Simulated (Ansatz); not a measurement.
Base system: YSb in the zinc blende structure (space group F-43m, No. 216; a = 6.951 Å; a hypothetical phase, not in the database extracts checked).

(Cell as relaxed with PBE.)

Levels (all Ansatz, a program for electronic structure, PAW): PBE (420 eV, no spin-orbit coupling); r2SCAN (500 eV, no spin-orbit coupling).

Each level relaxes its own structure.

```
base                         PBE       r2SCAN
-------------------  -----------  -----------
volume per atom         41.99 Å³     41.72 Å³
lattice parameter a  13.136 bohr  13.108 bohr
band gap                 1.46 eV      1.75 eV
```

The change: cell and atoms relaxed at a pressure of 22.5 GPa.

```json
[
 {"quantity": "valley order (the lowest conduction-band minima on the path, energy above the VBM, named in the base's zone)", "PBE": "X along ⟨100⟩ 0.92 eV; a point along ⟨110⟩, about 0.5 Å⁻¹ from Γ 2.33 eV", "r2SCAN": "X along ⟨100⟩ 1.24 eV; a point along ⟨110⟩, about 0.5 Å⁻¹ from Γ 2.72 eV"},
 {"quantity": "electron mass", "PBE": "2.5 mₑ along k, 2.1 mₑ across (at X)", "r2SCAN": "2.0 mₑ along k, 2.4 mₑ across (at X)"}
]
```

Both order the valleys alike. Neither level is exact; r2SCAN is the comparison here, not a measurement.

Spin-orbit coupling, missing from the scalar runs, can matter with Sb. Load acts through the strain it causes; cell and atoms are relaxed under it. Effective masses come from finite differences of ±0.01 Å⁻¹. Along k means along the line from Γ to the band edge. No phonon test of stability was made. No other phases were tried under pressure.
